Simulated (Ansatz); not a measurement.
AlN (P6_3mc), r2SCAN with spin-orbit coupling, rigid bands (Ansatz, a first-principles code): Condition of this run: uniaxial stress along c of -9 GPa (compression positive) (the target of the relaxation). band gap 4.75 eV, N_c = 4.27e18 cm⁻³ and N_v = 2.40e20 cm⁻³ at 300 K, conductivity masses along z (a = (3.10, 0.00, 0.00) Å; b = (-1.55, 2.68, 0.00) Å; c = (0.00, 0.00, 5.12) Å) of 0.279 mₑ (electrons) and 3.20 mₑ (holes). Take k_BT = 0.02585 eV.

### Question
A film of it is 3 nm thick, with its normal along the direction named. Estimate the confinement energies in an infinite well.

### Answer
ħ²π²/(2m t²) = 0.376 eV·nm²/(m/mₑ × t²) gives 150 meV for electrons and 13.1 meV for holes, so the gap would widen to about 4.91 eV. Finite barriers and nonparabolic bands lower this, and with several valleys or bands the heaviest mass along the normal sets the lowest level, not this average.

### Question
What thermal injection velocity √(2k_BT/πm) limits a ballistic channel along the direction named?

### Answer
1.02e7 cm/s for electrons and 3.01e6 cm/s for holes, a ratio of √(m_h/m_e) = 3.39, for dilute carriers.

### Question
Find the intrinsic carrier density and the intrinsic Fermi level.

### Answer
n_i = √(N_c N_v) exp(−E_g/2k_BT) = 3.20e19 × exp(−91.87) = 4.0e-21 cm⁻³. The level lies (k_BT/2) ln(N_v/N_c) = 52 meV from mid-gap (positive towards the conduction band). Each 0.1 eV added to the gap lowers n_i by a factor of 6.9.

Rigid, parabolic bands with the computed gap; masses take one relaxation time for all states. Geometry: cell and atoms relaxed with PBEsol.
